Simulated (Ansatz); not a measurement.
Response to strain in MgO

Start from MgO in the rock salt structure (space group Fm-3m, No. 225; a = 4.2142 Å). Axes: x, y, z lie along the cube axes.

Strains are applied to the cell and any free atomic positions relax.

Computed with Ansatz (a program for electronic structure), PBEsol, PAW, cutoff 420 eV, no SOC.

Candidates:
(a) tensor shear ε_xy = +3.74 %
(b) uniaxial strain ε_xx = +5.95 %
(c) tensor shear ε_yz = −0.26 %
(d) tensor shear ε_xy = +1.00 %
(e) strain tensor (xx, yy, zz, yz, xz, xy) = (+0.73, +1.41, −0.27, +0.52, −1.15, −1.47) %

Before the change:

Band gap: 4.62 eV

Order them by band gap, highest first.

(c) tensor shear ε_yz = −0.26 % (4.60 eV), (d) tensor shear ε_xy = +1.00 % (4.54 eV), (e) strain tensor (xx, yy, zz, yz, xz, xy) = (+0.73, +1.41, −0.27, +0.52, −1.15, −1.47) % (4.30 eV), (a) tensor shear ε_xy = +3.74 % (4.27 eV), (b) uniaxial strain ε_xx = +5.95 % (4.00 eV)

Stability against distortions was not tested.
